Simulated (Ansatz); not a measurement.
Cell and atoms of amorphous C36B24:

```xyz
60
Lattice="8.1147 0.0000 0.0000 0.0000 8.1147 0.0000 0.0000 0.0000 8.1147" Properties=species:S:1:pos:R:3 pbc="T T T"
C      3.2789     0.8349     1.3245
C      6.6760     1.8279     1.2252
C      0.2661     0.8787     3.0959
C      5.3774     2.9479     3.7480
C      7.0223     2.2262     6.9390
C      1.1101     5.4900     4.9077
C      6.7684     2.1283     5.5676
C      1.8508     0.4716     5.1646
C      4.7608     3.9364     1.3823
C      5.3797     1.4670     3.7226
C      7.1130     4.3944     0.2247
C      4.6366     0.5844     1.1744
C      2.7818     1.0393     8.0644
C      5.0890     0.6500     7.8521
C      5.1572     7.3110     7.0856
C      3.9756     1.0328     3.9610
C      3.7999     1.0313     7.0577
C      2.8299     7.4552     5.2767
C      6.3421     1.5121     7.9314
C      7.8537     7.4963     6.4000
C      2.2248     3.6315     0.6208
C      1.4994     0.7644     3.6903
C      7.6995     3.6993     3.5906
C      1.2648     2.8174     7.9456
C      1.4699     1.4826     7.5845
C      2.9048     4.2485     3.3328
C      5.0065     6.5173     3.5993
C      6.3062     0.9287     4.9837
C      4.2969     4.6047     6.9457
C      6.4912     5.0134     5.4691
C      4.5010     5.3925     1.1148
C      0.3038     3.4370     2.4353
C      2.3139     5.5508     2.6527
C      7.5302     5.9878     2.8226
C      6.4612     6.9804     3.1920
C      3.8909     4.9044     5.6534
B      6.3749     7.8367     6.1388
B      0.9712     6.0182     3.3824
B      5.1184     5.5129     4.8375
B      7.7306     5.0636     4.3287
B      3.9213     7.5301     4.1473
B      6.2268     4.8546     7.0312
B      3.6153     4.1531     0.1664
B      0.0968     6.2012     5.8108
B      5.7427     0.9625     2.1755
B      2.8431     0.9557     2.8766
B      8.0427     1.9452     1.9748
B      6.1119     3.3380     0.9157
B      7.9413     3.2806     7.6590
B      4.2968     3.6574     2.8476
B      4.9856     5.9400     7.8829
B      2.5428     4.7634     4.8135
B      3.7362     7.5565     6.4591
B      6.5376     3.4344     4.6828
B      3.8427     5.9250     2.4412
B      0.8434     0.4833     6.4351
B      3.3687     1.0229     5.4631
B      6.9850     0.2664     3.6290
B      1.7905     4.0242     2.0688
B      7.6114     4.8084     1.6938
```

Calculation: PBE, scalar-relativistic without spin-orbit coupling (plane waves to 420 eV, PAW; Ansatz, a program for electronic structure).

It comes from a melt-quench run on a machine-learned potential (CHGNet), relaxed afterwards by DFT. The hot cell started wider than the set density and was brought back towards it in steps. It is the lowest in DFT energy of 2 quenches. It is a model cell: composition and starting density were chosen by hand, and all elements were melted together. No dispersion term was used. Its density started from a set value of 2.15 and ended at 2.15 g/cm³. The simulated quench (nominally 820 K/ps over its main leg) is rapid and tends to freeze in more defects than a deposited or slowly cooled glass has. Values belong to this one cell and scatter from quench to quench. The volume was held where the preparation left it, at a PBE pressure of -3.8 GPa (tension). Stress components on the final sampling reach 7.8 GPa. On a 2×2×2 Γ-centred mesh force components of up to 0.24 eV/Å stay, since the relaxation ran on one k-point at (1/4, 1/4, 1/4).

Cut-offs for bonds: C-C 1.80 Å, C-B 1.92 Å, B-B 2.02 Å.

Question: Give the coordination numbers, mean bond lengths and angles.

Answer: 
- Mean coordination of C = 3.53 (17 with 3, 19 with 4)
- Mean coordination of B = 3.46 (16 with 3, 6 with 4, 1 with 5, 1 with 6)
- Mean C-B bond = 1.616 Å (spread 0.068 Å, 75 counted)
- Mean C-C bond = 1.483 Å (spread 0.078 Å, 26 counted)
- Mean B-B bond = 1.900 Å (spread 0.027 Å, 4 counted)
- Bond angle at C = mean 110.0°, spread 18.6°
- Bond angle at B = mean 108.4°, spread 24.8°
